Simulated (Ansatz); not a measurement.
InPd3: isotropic strain −4.91 %

Take InPd3 in the Cu3Au type structure (space group Pm-3m, No. 221; a = 3.9699 Å; a cell from a computed database, its experimental status unchecked) as the base.

One thing is altered: the cell is scaled by 0.9509 in all directions; the atoms relax in the strained cell.

All numbers come from PBEsol (Ansatz, a program for electronic structure; PAW; 420 eV plane waves; without spin-orbit coupling). Settings: 12×12×12 k-points, 0.05 eV Fermi–Dirac smearing.

```csv
quantity,base,changed,shift
volume per atom,15.64 Å³,13.45 Å³,-2.19 Å³
space group,Pm-3m (No. 221),Pm-3m (No. 221),–
shortest interatomic distance,2.807 Å,2.669 Å,-0.138 Å
energy relative to the base (free energy F),0 meV/atom,+0.227 eV/atom,+0.227 eV/atom
pressure,0.0 GPa,38.8 GPa,+38.8 GPa
band gap,zero,zero,–
```

Final structure:

```
CELL_PARAMETERS angstrom
      3.77496     0.00000     0.00000
      0.00000     3.77496     0.00000
      0.00000     0.00000     3.77496
ATOMIC_POSITIONS crystal
  In 0.00000 0.00000 0.00000
  Pd 0.50000 0.50000 0.00000
  Pd 0.50000 0.00000 0.50000
  Pd 0.00000 0.50000 0.50000
```

Whether these cells are dynamically stable was not tested. The base started in P4/mmm and relaxed to Pm-3m at this level. All final runs are without spin polarisation.
